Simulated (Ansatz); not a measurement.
HgSe: pressure series

Take HgSe in the zinc blende structure (space group F-43m, No. 216; a = 6.260 Å) as the base.

Cell and atoms are relaxed at each pressure.

Calculations: PBE (Ansatz, a quantum-chemistry and plane-wave program, PAW, scalar-relativistic without spin-orbit coupling), earlier PAW set.

Notes on the quantities. enthalpy: H = E + PV relative to the base's energy.

| variant | volume per atom | enthalpy |
|---|---|---|
| base | 30.66 Å³ | – |
| pressure −2 GPa | 32.37 Å³ | -0.39 eV/atom |
| pressure −1 GPa | 31.45 Å³ | -0.19 eV/atom |
| pressure 0.9 GPa | 30.06 Å³ | +0.17 eV/atom |
| pressure 2.1 GPa | 29.33 Å³ | +0.39 eV/atom |
| pressure 4.5 GPa | 28.15 Å³ | +0.82 eV/atom |
| pressure 9 GPa | 26.49 Å³ | +1.59 eV/atom |
| pressure 15 GPa | 24.89 Å³ | +2.55 eV/atom |
| pressure 22.5 GPa | 23.43 Å³ | +3.68 eV/atom |
| pressure 30 GPa | 22.31 Å³ | +4.75 eV/atom |

Load acts through the strain it causes; cell and atoms are relaxed under it. No phonon test of stability was made. Tetrahedral semiconductors of this kind turn to denser phases somewhere between about 1 and 50 GPa; those were not computed, so compressed cells here can lie past the real transition. All final runs are without spin polarisation.
